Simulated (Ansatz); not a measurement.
Ga2O3: pressure −1 GPa

The reference is Ga$_{2}$O$_{3}$ in the corundum structure (space group R-3c, No. 167; a = 4.950 Å, c = 13.306 Å (hexagonal axes)).

Modification: a negative pressure, −1 GPa.

Computed with LDA, PAW, 420 eV (Ansatz, a first-principles code; no SOC). Γ-centred 8×8×8 mesh, Fermi–Dirac width 0.05 eV.

The volume per atom increases by 0.04 Å³ (9.41 Å³ → 9.45 Å³) and the lattice parameter a grows by 0.6 pm (495.0 pm → 495.6 pm). The c/a ratio hardly moves (2.688 against 2.689) and the shortest interatomic distance grows by 0.3 pm, from 191.1 pm to 191.4 pm. The enthalpy H = E + PV relative to the base's energy amounts to -0.06 eV/atom and the band gap drops by 0.05 eV, from 3.04 eV to 2.99 eV. The gap character is still indirect, Γ–S₀ (50 % along) → Γ and the smallest direct gap decreases by 0.05 eV, from 3.31 eV to 3.26 eV. The width of the top valence band is still 0.47 eV and the electron mass remains 0.24 mₑ (at Γ).

Final structure:

```xyz
10
Lattice="2.4780 1.4307 4.4430 -2.4780 1.4307 4.4430 0.0000 -2.8614 4.4430" Properties=species:S:1:pos:R:3 pbc="T T T"
Ga     0.0000     0.0000     8.5874
Ga     0.0000     0.0000     1.9229
Ga     0.0000     0.0000     4.7416
Ga     0.0000     0.0000    11.4061
O      0.7503     1.5618     5.5537
O     -1.7277    -0.1311     5.5537
O     -0.7503    -1.5618     7.7752
O     -0.9774     1.4307     7.7752
O      1.7277     0.1311     7.7752
O      0.9774    -1.4307     5.5537
```

Cost of the whole job for the changed cell (relaxation, final SCF and bands): about 2.2 core-minutes (a rough figure).

Load acts through the strain it causes; cell and atoms are relaxed under it. Effective masses come from finite differences of ±0.01 Å⁻¹. Stability against distortions was not tested.
